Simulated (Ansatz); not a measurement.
Results of r²SCAN+rVV10 (plane waves, PAW; Ansatz, a quantum-chemistry and plane-wave program) for stishovite (SiO2).

Settings: plane-wave cutoff 560 eV, 8×8×12 k mesh (along the axes of the cell as run), Fermi–Dirac smearing 0.01 eV, scalar-relativistic PAW data made under PBE.

A third-order Birch–Murnaghan fit to the energies gives V0 = 7.753 Å³/atom, B0 = 309 GPa, B′ = 5.3.

```tsv
V (Å³/atom)	P (GPa)
7.443	___
7.598	6.59
7.753	0.00
7.908	___
8.064	___
```

Estimate the withheld pressures from this fit; the answers are the runs' own values.


- 7.443, P (GPa): 14.02
- 7.908, P (GPa): -5.82
- 8.064, P (GPa): -10.91

The formula P = (3/2) B0 (x^(7/3) − x^(5/3)) [1 + (3/4)(B′ − 4)(x^(2/3) − 1)] with x = V0/V meets the computed pressures within 0.05 GPa when these rounded values are put in.

Shape and atoms are relaxed at each volume.

Measured, for comparison: bulk modulus 310 ± 1 GPa (300 K, not corrected to a static lattice; as tabulated in arXiv:1001.2066). Computed (rounded) less measured: bulk modulus -0.3 % (inside the measured uncertainty).

Note: the bulk modulus comes from volumes at which shape and atoms were relaxed.

The computed numbers hold no vibrational or temperature effects.

Cost on a shared machine: roughly 10 core-minutes.
